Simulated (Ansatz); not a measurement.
Consider Sr in the fcc (Cu type) structure (space group Fm-3m, No. 225; a = 6.0289 Å).

Structures relaxed with PBE in Ansatz (plane waves to 420 eV, PAW, no spin-orbit coupling).

Base:

Simulated powder pattern, Co Kα, λ = 1.79026 Å (kinematic, ideal powder, no thermal factors, no anomalous dispersion; the 8 strongest lines at most, above 2 %, up to 2θ = 90°):

```json
[
 {"2θ (°)": "29.80", "I/Imax (%)": "100", "hkl": "(111)"},
 {"2θ (°)": "34.55", "I/Imax (%)": "51", "hkl": "(200)"},
 {"2θ (°)": "49.66", "I/Imax (%)": "38", "hkl": "(220)"},
 {"2θ (°)": "59.00", "I/Imax (%)": "45", "hkl": "(311)"},
 {"2θ (°)": "61.90", "I/Imax (%)": "13", "hkl": "(222)"},
 {"2θ (°)": "72.87", "I/Imax (%)": "6.1", "hkl": "(400)"},
 {"2θ (°)": "80.66", "I/Imax (%)": "19", "hkl": "(331)"},
 {"2θ (°)": "83.21", "I/Imax (%)": "18", "hkl": "(420)"}
]
```

Now apply this change: a hydrostatic pressure of 7.5 GPa.

Problem. Predict the new powder pattern.

Solution. 
Simulated powder pattern, Co Kα, λ = 1.79026 Å (kinematic, ideal powder, no thermal factors, no anomalous dispersion; the 8 strongest lines at most, above 2 %, up to 2θ = 90°):

| 2θ (°) | I/Imax (%) | hkl |
|---|---|---|
| 33.67 | 100 | (111) |
| 39.07 | 50 | (200) |
| 56.45 | 35 | (220) |
| 67.36 | 41 | (311) |
| 70.79 | 12 | (222) |
| 83.95 | 5.9 | (400) |

The indices refer to the base's conventional cell; one index is shown for lines that coincide.

Load acts through the strain it causes; cell and atoms are relaxed under it. Stability against distortions was not tested. Measured, Sr leaves this structure (for bcc) near 3.5 GPa (temperature not stated; as listed in Olga Degtyareva, NATO science for peace and security series. B, Physics and biophysics (2010)).

Ansatz is an electronic-structure program.
